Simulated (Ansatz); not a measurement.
## The (10-13) surface of hcp Be in its 1x1 cell, outermost plane spacing 0.17 Å in the ideal cut

All values below come from r2SCAN, at the PBE geometry (plane waves to 500 eV, PAW; Ansatz, an electronic-structure program).

Slab: 22 atoms, 10.3 Å thick at the start (thin: gaps and levels are the slab's own); k 17x6x1, smearing 0.1 eV, dipole-corrected; single point; on the structure that PBE left under its start's symmetry; no spin, no spin-orbit, no U.

```
Quantity                                                     Value
-----------------------------------  -----------------------------
surface energy (mean of both faces)                      2.57 J/m²
work function of the top face                              4.38 eV
cost                                 around 4 core-minutes (rough)
```
